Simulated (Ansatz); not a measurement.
The reference is CuAu (space group P4/mmm, No. 123; a = 2.882 Å, c = 3.615 Å).

The values are results of PBE in Ansatz (plane waves to 420 eV, PAW, without spin-orbit coupling), not measurements.

One change was made to it. Results:

| quantity | base | after |
|---|---|---|
| lattice parameter a | 5.445 bohr | 5.238 bohr |
| c/a ratio | 1.254 | 1.219 |

**Question.** Which of these changes matches the shifts?
A) pressure 30 GPa
B) pressure 100 GPa
C) pressure 3 GPa

**Answer.** A, pressure 30 GPa. For comparison, the lattice parameter a in the other runs: pressure 3 GPa gives 5.414 bohr; pressure 100 GPa gives 5.285 bohr.

From pressure 100 GPa on, the axis ratios lie over 15 % from the base's, so the cell there is far from its starting form. Load acts through the strain it causes; cell and atoms are relaxed under it. Whether these cells are dynamically stable was not tested. Competing high-pressure phases were not computed. The final runs are not spin-polarised. Along this pressure series the structure jumps between pressure 50 GPa and pressure 75 GPa; cells beyond that are another form of it.

Ansatz is an electronic-structure program.
